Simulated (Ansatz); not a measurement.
The starting structures come from a database of crystals and need not be the phases stable at ambient conditions.

Data:

```yaml
crystal:
  lattice:
    - [7.76933, 0.00000, 0.00000]
    - [0.00000, 9.21516, 0.00000]
    - [0.00000, 0.00000, 4.58517]
  atoms:
    - { symbol: Pb, position: [0.74898, 0.39676, 0.25000] }
    - { symbol: Pb, position: [0.25102, 0.60324, 0.75000] }
    - { symbol: Pb, position: [0.75102, 0.89676, 0.75000] }
    - { symbol: Pb, position: [0.24898, 0.10324, 0.25000] }
    - { symbol: Br, position: [0.02670, 0.33200, 0.75000] }
    - { symbol: Br, position: [0.97330, 0.66800, 0.25000] }
    - { symbol: Br, position: [0.47330, 0.83200, 0.25000] }
    - { symbol: Br, position: [0.52670, 0.16800, 0.75000] }
    - { symbol: Cl, position: [0.14174, 0.93000, 0.75000] }
    - { symbol: Cl, position: [0.85826, 0.07000, 0.25000] }
    - { symbol: Cl, position: [0.35826, 0.43000, 0.25000] }
    - { symbol: Cl, position: [0.64174, 0.57000, 0.75000] }
```

Space group of this cell: Pnma. The cell was relaxed by PBE-D3(BJ); by PBEsol its mean pressure is -1.1 GPa.

Transport runs along the normal of the first two printed cell vectors.

No gap correction and no spin-orbit coupling; mid-gap values are interpolated between computed energies.

Problem. State the band gap and the smallest decay constant κ at mid-gap according to PBEsol in Ansatz (a quantum-chemistry and plane-wave program).

Solution. Gap 3.40 eV on a 4×4×8 mesh; κ = 0.314 1/Å, at (0.500, 0.000) of the in-plane reciprocal vectors. At the zone centre, at the nearest computed energy, the slowest state has κ = 0.36 1/Å.
